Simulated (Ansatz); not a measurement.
Reference: GaAs (F-43m), PBEsol with spin-orbit coupling, rigid bands (plane waves, PAW; Ansatz, a quantum-chemistry and plane-wave program); axes and stresses refer to this cell.

```yaml
crystal:
  lattice:
    - [0.00000, 2.82935, 2.82935]
    - [2.82935, 0.00000, 2.82935]
    - [2.82935, 2.82935, 0.00000]
  atoms:
    - { symbol: Ga, position: [0.00000, 0.00000, 0.00000] }
    - { symbol: As, position: [0.25000, 0.25000, 0.25000] }
```

- band gap: 0.32 eV
- hole conductivity mass: 0.41 mₑ
- Seebeck coefficient, p-type 1e19 cm⁻³: 241 μV/K

### Question
After one change the values are band gap 0.31 eV; hole conductivity mass 0.23 mₑ; Seebeck coefficient, p-type 1e19 cm⁻³ 202 μV/K. What was changed between the two runs?
A. uniaxial stress along [110] of 1 GPa (compression positive)
B. uniaxial stress along [110] of -1 GPa (compression positive)
C. uniaxial stress along [110] of 2 GPa (compression positive)

### Answer
C, uniaxial stress along [110] of 2 GPa (compression positive)

Masses are for dilute carriers at 300 K, harmonic means over directions unless an axis is named. Seebeck coefficients are for the stated density at 300 K, with one relaxation time for all states and whether or not that doping can be reached. Stresses and pressures are the targets of the relaxation.  The structure type is held under load, also where the real crystal would transform.
